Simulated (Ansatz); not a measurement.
Start from AlN (space group P4_2/mnm, No. 136; a = 5.294 Å, c = 3.109 Å; a hypothetical phase, not in the database extracts checked). Axes: x, y, z lie along a, b, c of the conventional cell.

Structures relaxed with PBEsol, PAW, 420 eV (Ansatz, a quantum-chemistry and plane-wave program; spin-orbit coupling left out).

Base:

Simulated powder pattern, Cu Kα1, λ = 1.54056 Å (kinematic, ideal powder, no thermal factors, no anomalous dispersion; the 8 strongest lines at most, above 2 %, up to 2θ = 90°):

```json
[
 {"2θ (°)": "23.75", "I/Imax (%)": "23", "hkl": "(110)"},
 {"2θ (°)": "33.40", "I/Imax (%)": "95", "hkl": "(101)"},
 {"2θ (°)": "33.83", "I/Imax (%)": "100", "hkl": "(200)"},
 {"2θ (°)": "37.58", "I/Imax (%)": "25", "hkl": "(111)"},
 {"2θ (°)": "37.97", "I/Imax (%)": "23", "hkl": "(210)"},
 {"2θ (°)": "48.28", "I/Imax (%)": "24", "hkl": "(211)"},
 {"2θ (°)": "60.25", "I/Imax (%)": "72", "hkl": "(301)"},
 {"2θ (°)": "70.92", "I/Imax (%)": "33", "hkl": "(321)"}
]
```

It is then changed as follows: the cell is compressed by 4.86 % along y with no lateral relaxation, atoms relaxed at fixed cell.

After the change:

Simulated powder pattern, Cu Kα1, λ = 1.54056 Å (kinematic, ideal powder, no thermal factors, no anomalous dispersion; the 8 strongest lines at most, above 2 %, up to 2θ = 90°):

```
2θ (°)  I/Imax (%)    hkl
------  ----------  -----
33.40          100  (101)
33.83           97  (200)
33.85           80  (011)
35.62           99  (020)
37.99           51  (111)
59.41           41  (002)
60.25           74  (301)
62.85           59  (031)
```

The indices refer to the base's conventional cell; one index is shown for lines that coincide. The space group is now Pnnm (No. 58).

The cells carry an imposed strain or load. No phonon test of stability was made.
